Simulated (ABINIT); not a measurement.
σxx against uniaxial strain in bcc W (space group 229): C11 (ABINIT, LDA)

```xyz
1
Lattice="-1.5426 1.5661 1.5661 1.5426 -1.5661 1.5661 1.5426 1.5661 -1.5661" Properties=species:S:1:pos:R:3 pbc="T T T"
W      0.0000     0.0000     0.0000
```

Level of theory: LDA (PW92), norm-conserving pseudopotentials (PseudoDojo nc-sr-04 LDA standard) (plane waves; ABINIT 10.0.3). Settings: pseudos = [W.upf]; ecut = 46 Ha; occopt = 3; tsmear = 0.05 eV; ngkpt = 38 38 38; nshiftk = 1; shiftk = 0 0 0; potentials = PseudoDojo nc-sr-04 LDA standard; nband = 12; kptopt = 1; nstep = 60; toldfe = 1e-09 Ha. The cell above is the first row's. The rows stretch one cube axis (x) by the strain ε and hold the other two. Stress is positive in tension. In all rows the k mesh is held.

```
ε (%)  σxx (GPa)
-----  ---------
-1.5           ?
-1.0       -5.96
-0.5       -2.94
0.0        -0.02
0.5         2.81
1.0         5.53
1.5         8.17
2.0        10.70
```

Taking a parabola for σxx over the 7 complete rows: Least squares gives σxx = -0.019 + 5.7474·ε - 0.1938·ε². Residuals (row less fit): 0.000, 0.001, -0.001, 0.004, -0.005, 0.004, -0.001; standard error 0.004 (degrees of freedom: 4). The slope at ε = 0, 5.7474 GPa per cent, gives C11 ≈ 100 × 5.7474 = 575 GPa, for the static lattice.

Estimate the missing σxx (ε = -1.5); what did the run itself give?

σxx = -0.019 + 5.7474 × (-1.5) - 0.1938 × (-1.5)² = -9.076 GPa. The calculation gives -9.08 GPa, which the fit meets to the printed digits. The row lies outside the fitted rows, so this is an extrapolation. From the scatter of the fitted rows alone, a prediction at this place has a standard error of 0.007 GPa, so the miss is 0.6 times that.

Carrying the step between the two nearest rows on in a straight line would have given -8.98, off by 0.10; series whose last step already gives the withheld value aren't shown. The reference cell has the volume at which an earlier scan in this program and functional put its minimum by a fit. The unstrained cell stands at a pressure of 0.02 GPa, and the constants belong to that pressure. Spin polarisation is off. Spin-orbit coupling is off. Without a gap such slopes are sensitive to mesh and smearing. Cutoffs and mesh are single choices, not tested for convergence of this quantity. Series with a scatter that would blur these digits, or in which a gap closes, are not shown. Strain series were run only where this level's volume lies within 10 % of a first guess from the measured size.
